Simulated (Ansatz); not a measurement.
CaAlSiH (P3m1, No. 156, 4 atoms in the cell; start mp-568177) was calculated with PBEsol in Ansatz (plane waves, PAW).

Run with plane-wave cutoff 500 eV, 12×12×8 k mesh (along the axes of the cell as run), Fermi–Dirac smearing 0.05 eV, scalar-relativistic PAW data made under PBE.

Cell (relaxed at this level):

```cif
data_HAlCaSi
_chemical_formula_sum 'Ca1 Al1 Si1 H1'
_space_group_name_H-M_alt 'P3m1'
_space_group_IT_number 156
_space_group_name_Hall 'P 3 -2"'
_cell_length_a 4.12332
_cell_length_b 4.12332
_cell_length_c 4.55127
_cell_angle_alpha 90.000
_cell_angle_beta 90.000
_cell_angle_gamma 120.000
loop_
_atom_site_label
_atom_site_type_symbol
_atom_site_symmetry_multiplicity
_atom_site_Wyckoff_symbol
_atom_site_fract_x
_atom_site_fract_y
_atom_site_fract_z
_atom_site_occupancy
Ca1 Ca 1 a 0.00000 0.00000 0.00476 1
Al1 Al 1 c 0.66667 0.33333 0.46209 1
Si1 Si 1 b 0.33333 0.66667 0.56558 1
H1 H 1 c 0.66667 0.33333 0.07427 1
```

Predict the band gap.


band gap: 0.21 eV (on the SCF k mesh)

Note: the relaxation could not lower the start's symmetry, so the cell can be a saddle point above a distorted one.

The computed numbers hold no vibrational or temperature effects.

Computing time: very roughly 60 core-seconds.

A start named mp-… is a Materials Project structure, which need not be a measured phase.

Ansatz is a first-principles code.
